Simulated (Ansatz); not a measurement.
## TiB2 (model structure, from the MoSi2 type, I4/mmm, No. 139): lattice constant a by level of theory

No measured value is used here.

| level (code) | value (Å) |
|---|---|
| PBE (Ansatz) | 3.203 |
| PBEsol (Ansatz) | 3.164 |
| PBE-D3(BJ) (Ansatz) | [?] |

Q: Some entries are withheld; supply them.

A: 
- PBE-D3(BJ) (Ansatz, an electronic-structure program), value (Å): 3.161

Ansatz's density-functional and Hartree–Fock values are scalar-relativistic unless marked +SOC, with PAW data made under PBE.

A model structure was made by putting elements into a prototype or built by hand; it is no filed structure, need not be a known phase, and can be a saddle point held by its symmetry.
